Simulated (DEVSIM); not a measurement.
System: abrupt Ge p-n junction, at 300 K.

Layer 1 from the left is Ge, thickness (μm) 80.0, Na (cm⁻³) 3.5e16, τn (s) 2.9e-7, τp (s) 2.9e-7. Layer 2 from the left is Ge, thickness (μm) 0.390, Nd (cm⁻³) 2.3e17, τn (s) 2.9e-7, τp (s) 2.9e-7.

Left contact: ohmic. Right contact: ohmic. Voltage is applied to the left contact. Recombination: SRH at mid-gap, radiative, Auger. Mobility is μmin + (μ − μmin)/(1 + (N/Nref)^α).

Constants are typed, rounded textbook-type inputs, not results; the design itself was drawn at random and stands for no fabricated device. Values at 300 K.

Ge: gap (eV) 0.664, affinity (eV) 4, permittivity 16, Nc (cm⁻³) 1.04e19, Nv (cm⁻³) 6e18, μn (cm²/Vs) 3900, μp (cm²/Vs) 1900, μn,min 150, μp,min 100, Nref,n 2.6e17, Nref,p 4e17, αn 0.56, αp 0.6, B (cm³/s) 6.4e-14, Cn (cm⁶/s) 1e-31, Cp (cm⁶/s) 1e-31.

Q: Estimate by hand the built-in potential, the peak field at zero bias, and compare with a numerical solution.

A: 
- Built-in potential: ni = √(Nc Nv) exp(−Eg/2kT) = 2.09e13 cm⁻³ with Eg = 0.664 eV; Vbi = kT/q ln(Na Nd/ni²) = 0.432 V; numerical 0.432 V.
- Peak field at zero bias: depletion approximation: W = √(2εVbi/(qN)) = 0.159 μm with N = 3.04e16 cm⁻³; field = 2Vbi/W = 54500 V/cm; numerical 51800 V/cm (estimate above by 5.1 %).

Model (solved in DEVSIM): 1D drift-diffusion, Boltzmann statistics, complete ionisation; no tunnelling, impact ionisation, image-force lowering or self-heating.
